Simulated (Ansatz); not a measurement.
Take MoS$_{2}$ in the 2H-MoS2 type structure (space group P6_3/mmc, No. 194; a = 3.1090 Å, c = 11.7086 Å; layered, stacked along the Cartesian z axis) as the base.

Levels (all Ansatz, a quantum-chemistry and plane-wave program, PAW, earlier PAW set): PBEsol-D3(BJ) (420 eV, scalar-relativistic without spin-orbit coupling); HSE06 (420 eV, scalar-relativistic without spin-orbit coupling).

Its gap is 0.52 eV with PBEsol-D3(BJ) and 1.09 eV with HSE06.

Modification: a hydrostatic pressure of 7 GPa.

With PBEsol-D3(BJ) the gap becomes 0.18 eV.

### Question
If the HSE06 correction stayed the same, what would the HSE06 gap be, and what does the HSE06 run give?

### Answer
A rigid correction of +0.57 eV gives 0.75 eV. The HSE06 run gives 0.69 eV, so the correction itself changes by -0.06 eV.

Single points use the geometry relaxed with PBEsol-D3(BJ). HSE06 was sampled on its mesh, a few special points and the semilocal edge points, so its gap is an upper bound. Load acts through the strain it causes; cell and atoms are relaxed under it. No phonon test of stability was made. No other phases were tried under pressure. A zero or small gap of MoS2 under pressure 7 GPa can be the functional's error rather than a property of the material.
